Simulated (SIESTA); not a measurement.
# A short convergence ladder for TaOs3 (Pm-3m, 4 atoms in the cell)

```yaml
crystal:
  lattice:
    - [3.90322, 0.00000, 0.00000]
    - [0.00000, 3.90322, 0.00000]
    - [0.00000, 0.00000, 3.90322]
  atoms:
    - { symbol: Ta, position: [0.00000, 0.00000, 0.00000] }
    - { symbol: Os, position: [0.00000, 0.50000, 0.50000] }
    - { symbol: Os, position: [0.50000, 0.00000, 0.50000] }
    - { symbol: Os, position: [0.50000, 0.50000, 0.00000] }
```

Base method: LDA PW92, numerical atomic orbitals DZP, PseudoDojo LDA standard norm-conserving potentials (rewritten from UPF to PSML) (SIESTA 5.4.2).

Base settings: XC.functional = LDA; XC.authors = PW92; potentials = PseudoDojo LDA standard; PAO.BasisSize = DZP; PAO.EnergyShift = 0.005 Ry; MeshCutoff = 350 Ry; kgrid.MonkhorstPack = 4 4 4; OccupationFunction = MP; OccupationMPOrder = 0; ElectronicTemperature = 0.1 eV.

Core times come from one kind of shared machine, to one figure; runs under 30 s give none.

**The force threshold of a relaxation**

On TaOs₃ (P4mm, 4 atoms in the cell): one atom moved by 0.15 angstrom.

In this ladder: MD.TypeOfRun = CG; MD.Steps = 40.

The mesh stays at the base's, so the ladder's end is converged at best in this setting alone.

Only quantities that move along the ladder and can be compared are tabulated.

| MD.MaxForceTol | free energy less the last step's (meV/atom) | largest force left (eV/Å) | relaxation steps | core time / last (rough) |
|---|---|---|---|---|
| 0.2 eV/Ang | 0.76 | 0.1493 | 4 | 0.3 |
| 0.1 eV/Ang | 0.01 | 0.0221 | 6 | 0.4 |
| 0.05 eV/Ang | 0.01 | 0.0221 | 6 | 0.4 |
| 0.03 eV/Ang | 0.01 | 0.0221 | 6 | 0.4 |
| 0.02 eV/Ang | 0.00 | 0.0043 | 8 | 0.6 |
| 0.01 eV/Ang | 0.00 | 0.0043 | 8 | 0.5 |
| 0.005 eV/Ang | 0.00 | 0.0043 | 8 | 0.5 |
| 0.002 eV/Ang | 0.00 | 0.0011 | 10 | 0.6 |
| 0.001 eV/Ang | 0.00 | 0.0007 | 18 | 1 |

Coarsest MD.MaxForceTol that holds the largest force left within 0.005 eV/Å of the last step, with all finer ones: 0.02 eV/Ang; the step before is off by 0.021 eV/Å.

Coarsest MD.MaxForceTol that holds the free energy within 0.5 meV/atom of the last step, with all finer ones: 0.1 eV/Ang, at about 0.4 of the last step's time; the step before is off by 0.76 meV/atom.

On the base run: the starting cell comes from a database of computed structures (which also holds hypothetical and non-ambient phases and stackings), without a prior relaxation at this level. Its lattice was rescaled by up to half a per cent. Spin polarisation is off. Values carry the incompleteness of an atom-centred basis. In the base run, with a pressure of about -8 GPa the cell is away from its equilibrium volume at this level. Without a gap this mesh is coarse (it stands for a supercell whose shortest vector is 16 Å).
